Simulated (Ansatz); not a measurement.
TaON, space group P2_1/c.

The geometry comes from a PBE relaxation.

```yaml
crystal:
  lattice:
    - [5.00412, 0.00000, -0.00689]
    - [0.00000, 5.06222, 0.00000]
    - [-0.87411, 0.00000, 5.14835]
  atoms:
    - { symbol: Ta, position: [0.29365, 0.45410, 0.71620] }
    - { symbol: Ta, position: [0.70635, 0.54590, 0.28380] }
    - { symbol: Ta, position: [0.70635, 0.95410, 0.78380] }
    - { symbol: Ta, position: [0.29365, 0.04590, 0.21620] }
    - { symbol: N, position: [0.44375, 0.74405, 0.97893] }
    - { symbol: N, position: [0.55625, 0.25595, 0.02107] }
    - { symbol: N, position: [0.55625, 0.24405, 0.52107] }
    - { symbol: N, position: [0.44375, 0.75595, 0.47893] }
    - { symbol: O, position: [0.06211, 0.32512, 0.34754] }
    - { symbol: O, position: [0.93789, 0.67488, 0.65246] }
    - { symbol: O, position: [0.93789, 0.82512, 0.15246] }
    - { symbol: O, position: [0.06211, 0.17488, 0.84754] }
```

Calculation: HSE06 (plane waves to 420 eV, PAW; Ansatz, a first-principles code). No spin–orbit coupling; the runs are not spin-polarised. Its k-point mesh 4×4×4, Fermi–Dirac width 0.01 eV. HSE06 ran on meshes of its own (4×4×4); its edges and gaps are taken over the mesh and over extra points off it, mostly where PBE has its edges.

Q: List the levels next to the gap at (0.000, 0.318, 0.000) of this cell's own (folded) zone, from the top of the valence band (the table ends after a fixed count of bands, which can cut a degenerate set).

A: 
```json
[
 {"band": "v4", "E − E_v (eV)": "-0.969"},
 {"band": "v3", "E − E_v (eV)": "-0.595"},
 {"band": "v2", "E − E_v (eV)": "-0.264"},
 {"band": "v1", "E − E_v (eV)": "0.000"},
 {"band": "c1", "E − E_v (eV)": "3.810"},
 {"band": "c2", "E − E_v (eV)": "3.969"},
 {"band": "c3", "E − E_v (eV)": "4.255"},
 {"band": "c4", "E − E_v (eV)": "4.975"}
]
```
